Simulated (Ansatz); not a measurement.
Consider interstitial Ga in zinc-blende GaAs, charge state +1. Method: PBE, PAW (plane waves to 420 eV; Ansatz, a first-principles code).

64-site cell at the relaxed PBE lattice, one k-point at (0.250, 0.250, 0.250), smearing 0.05 eV, spin-restricted, no finite-size correction. No zero-point or tunnelling terms. PBE gaps are too small, and in this host the defect's levels may merge with the bands. The charge state is imposed; whether it is stable for some Fermi level was not computed. Sites that were not tried may lie lower.

Barriers: single points on a 2×2×2 k-point mesh shifted by half a step at the bands' geometries (they differ from the bands' own by up to 0.22 eV, and are uncertain by about as much).

The step: a direct jump of one Ga atom. Atoms about the jump, Cartesian Å from the middle of the jump, before and after:

```json
[
 {"atom": "Ga1", "x0": "-0.70", "y0": "-0.70", "z0": "-0.70", "x1": "0.70", "y1": "0.70", "z1": "0.70"},
 {"atom": "As2", "x0": "-0.71", "y0": "-0.71", "z0": "2.20", "x1": "-0.77", "y1": "-0.77", "z1": "2.23"},
 {"atom": "As3", "x0": "2.20", "y0": "-0.72", "z0": "-0.71", "x1": "2.23", "y1": "-0.77", "z1": "-0.77"},
 {"atom": "As4", "x0": "-0.71", "y0": "2.20", "z0": "-0.71", "x1": "-0.77", "y1": "2.23", "z1": "-0.77"},
 {"atom": "Ga5", "x0": "0.83", "y0": "-2.26", "z0": "0.83", "x1": "0.72", "y1": "-2.24", "z1": "0.72"},
 {"atom": "Ga6", "x0": "-2.26", "y0": "0.83", "z0": "0.83", "x1": "-2.24", "y1": "0.72", "z1": "0.72"},
 {"atom": "Ga7", "x0": "0.83", "y0": "0.83", "z0": "-2.26", "x1": "0.72", "y1": "0.72", "z1": "-2.24"}
]
```

**Question.** Where do these atoms stand at the saddle point, and how high is it?

**Answer.** 
| atom | x | y | z |
|---|---|---|---|
| Ga1 | 0.03 | 0.02 | 0.02 |
| As2 | -0.80 | -0.80 | 2.30 |
| As3 | 2.31 | -0.80 | -0.81 |
| As4 | -0.80 | 2.31 | -0.81 |
| Ga5 | 0.80 | -2.35 | 0.79 |
| Ga6 | -2.35 | 0.80 | 0.79 |
| Ga7 | 0.80 | 0.80 | -2.35 |
It lies 1.09 eV above the start and 0.95 eV above the end. The saddle point's order was not checked, and it lies on a symmetry element of the cell, where a band can be held.
